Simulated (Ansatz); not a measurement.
Candidates (primitive cells; geometry: cell and atoms relaxed with r2SCAN):
A. MgSe (Fm-3m), a = b = c = 3.869 Å, α = β = γ = 60.00°
B. InP (F-43m), a = b = c = 4.1766 Å, α = β = γ = 60.00°
C. YN (Fm-3m), a = b = c = 3.462 Å, α = β = γ = 60.00°
D. SrTiO3 (Pm-3m), a = 3.907 Å, b = 3.907 Å, c = 3.907 Å, α = 90.00°, β = 90.00°, γ = 90.00°

Question: Order them by electron conductivity mass (lowest first) at the level r2SCAN with spin-orbit coupling, rigid bands (Ansatz, a quantum-chemistry and plane-wave program).

Answer: B (0.084 mₑ), C (0.23 mₑ), A (0.31 mₑ), D (0.72 mₑ)

Masses are for dilute carriers at 300 K, harmonic means over directions unless an axis is named.
